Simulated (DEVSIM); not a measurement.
Structure: abrupt Si n-p junction, at 300 K.

Layer 1 from the left is Si, thickness (μm) 0.200, Nd (cm⁻³) 5.7e16, τn (s) 2.7e-7, τp (s) 2.7e-7. Layer 2 from the left is Si, thickness (μm) 5.50, Na (cm⁻³) 7.5e14, τn (s) 2.7e-7, τp (s) 2.7e-7.

Left contact: ohmic. Right contact: ohmic. Voltage is applied to the left contact. Recombination: SRH at mid-gap, radiative. Mobility is μmin + (μ − μmin)/(1 + (N/Nref)^α).

Constants are typed, rounded textbook-type inputs, not results; the design itself was drawn at random and stands for no fabricated device. Values at 300 K.

Si: gap (eV) 1.124, affinity (eV) 4.05, permittivity 11.7, Nc (cm⁻³) 2.86e19, Nv (cm⁻³) 3.1e19, μn (cm²/Vs) 1417, μp (cm²/Vs) 470, μn,min 52, μp,min 45, Nref,n 9.7e16, Nref,p 2.2e17, αn 0.68, αp 0.72, B (cm³/s) 4.7e-15.

Simulated with DEVSIM: 1D drift-diffusion, Boltzmann statistics, complete ionisation; no tunnelling, impact ionisation, image-force lowering or self-heating.

Dark forward current:

| |V| (V) | |J| (A/cm²) |
|---|---|
| 0.05 | 7.752e-8 |
| 0.10 | 3.325e-7 |
| 0.15 | 1.394e-6 |
| 0.20 | 6.780e-6 |
| 0.25 | 3.833e-5 |
| 0.30 | 0.0002389 |
| 0.35 | 0.001564 |
| 0.40 | 0.01047 |
| 0.45 | 0.07031 |
| 0.50 | 0.4619 |
| 0.55 | 2.711 |
| 0.60 | 11.97 |
| 0.65 | 36.97 |
| 0.70 | 85.06 |
| 0.75 | 159.5 |
| 0.80 | 259.9 |
| 0.85 | 384.0 |
| 0.90 | 527.6 |
| 0.95 | 686.0 |
| 1.00 | 853.9 |
| 1.05 | 1026 |
| 1.10 | 1200 |
| 1.15 | 1370 |
| 1.20 | 1537 |
| 1.25 | 1698 |
| 1.30 | 1854 |

### Question
Work out the local ideality factor n = ΔV / (kT/q · ln(J2/J1)) between the rows 0.15 and 0.20 V, 0.40 and 0.45 V, 1.25 and 1.30 V.

### Answer
kT/q = 25.85 mV. From 0.15 to 0.20 V: ln(6.780e-6/1.394e-6) = 1.582, n = 1.22. From 0.40 to 0.45 V: ln(0.07031/0.01047) = 1.904, n = 1.02, near the 1 of diffusion or emission over a barrier. From 1.25 to 1.30 V: ln(1854/1698) = 0.088, n = 22.01.

### Question
Estimate the current at 0.35 V from the Shockley equation with J0 = Σ q ni² D/(N L) coth(W/L), τ joining the SRH, radiative and Auger lifetimes that are on, and W taken as the whole layer.

### Answer
ni² = 1.16e20 cm⁻⁶; holes in the n layer: μ = 353 cm²/Vs, D = 9.13 cm²/s, τ = 2.70e-7 s, L = 15.7 μm, W/L = 0.013, term 1.49e-10 A/cm²; electrons in the p layer: μ = 1370 cm²/Vs, D = 35.4 cm²/s, τ = 2.70e-7 s, L = 30.9 μm, W/L = 0.18, term 1.61e-9 A/cm². J0 = 1.76e-9 A/cm², and J = J0 exp(qV/kT) = 0.00133 A/cm². The simulation gives 0.00156 A/cm²; the estimate lies 15 % below. The estimate leaves out recombination in the depletion region and that region's share of W.
